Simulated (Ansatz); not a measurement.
Base system: SnSe in the rock salt structure (space group Fm-3m, No. 225; a = 6.019 Å).

Calculations: r2SCAN in Ansatz (plane waves to 500 eV, PAW, scalar-relativistic without spin-orbit coupling), earlier PAW set.

Base values:

- Pressure: 0.00 GPa

Perturbation: an isotropic linear strain of −4.41 %; the atoms relax in the strained cell.

Q: What happens to the energy relative to the base and pressure?

A: The energy increases by 92 meV/atom; the pressure goes from zero to 9.58 GPa.

Stability against distortions was not tested.

Ansatz is a program for electronic structure.
